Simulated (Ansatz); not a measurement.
Abridged Ansatz (an electronic-structure program) output:

```
Pseudopotential: Pt, paw, valence charge 18
Pseudopotential: Se, paw, valence charge 16
Crystal: 6 atoms, lattice volume = 121.062 Å³
Basis set: ecut = 420 eV, 2311 PW (Γ), exchange–correlation on 48×48×150 points (8 copies of the dense FFT grid, shifted against one another)
Bands: 57, of which v1, the nominal top of the filled ones, is band 50 counted from 1 (49 counted from 0)
Symmetry: 24 space group operations
k-points: 81 of 1125
Functional: x = pbe(κ = 0.804, μ = 0.2195149727645171), c = pbe(β = 0.06672455060314922)
SCF iter   1: F=—  HF=-46928.903564 eV  |F-HF|=—  |Δ(HF+E_count)|=         —  Δρ=3.67e-2  dr2=1.62e0  ethr=3.10e-3  ⟨swp⟩=5.8  Hψ=15096  notcnv=0  defer=1
SCF iter   2: F=—  HF=-46928.651562 eV  |F-HF|=—  |Δ(HF+E_count)|=   2.52e-1  Δρ=1.69e-2  dr2=5.62e-1  ethr=1.62e-3  ⟨swp⟩=3.0  Hψ=9456  notcnv=0  defer=19
SCF 1 converged in 9 iterations: F = -46928.462167 eV  dr2 = 3.72e-10
SCF converged after 9 iterations
Free energy (F): -46928.462167 eV
Internal energy: -46928.433498 eV  (E = F + TS)
E sigma→0 (E₀):  -46928.447833 eV
Entropy (-TS):   -0.028669 eV (-4.778 meV/atom)
Fermi energy:    12.978034 eV
  E_disp       = -2.865296  (pairwise vdW)
--- Forces (eV/Å), atoms counted from 1 ---
  atom   1  Pt    -0.00000000     0.00000000     0.00000000
  atom   2  Pt    -0.00000000    -0.00000000     0.00000000
  atom   3  Se     0.00000000     0.00000000     0.00000006
  atom   4  Se    -0.00000000     0.00000000     0.00000006
  atom   5  Se     0.00000000     0.00000000    -0.00000006
  atom   6  Se     0.00000000     0.00000000    -0.00000006
--- Stress (GPa, compression-positive) ---
       -0.000081       0.000000       0.000000
        0.000000      -0.000081       0.000000
        0.000000       0.000000       0.000417
  P = ⅓ Tr σ = 0.0001 GPa (0.001 kbar)
```

What was computed, and what are the main results?

PtSe2, 6 atoms in the cell, with PBE-D3(BJ) (Ansatz; PAW; 420 eV plane waves; scalar-relativistic without spin-orbit coupling), earlier PAW set. The last SCF converged to F = -46928.462167 eV, or -7821.4104 eV per atom, at a pressure of 0.00 GPa. The total energy compares only with runs of the same code, potentials and settings.

No phonon test of stability was made. All final runs are without spin polarisation. The cell is PtSe2 in the 2H-MoS2 type structure (space group P6_3/mmc, No. 194; a hypothetical phase, not in the database extracts checked; layered, stacked along the Cartesian z axis). PtSe2 has a high density of states at the Fermi level and may be magnetic at this level.
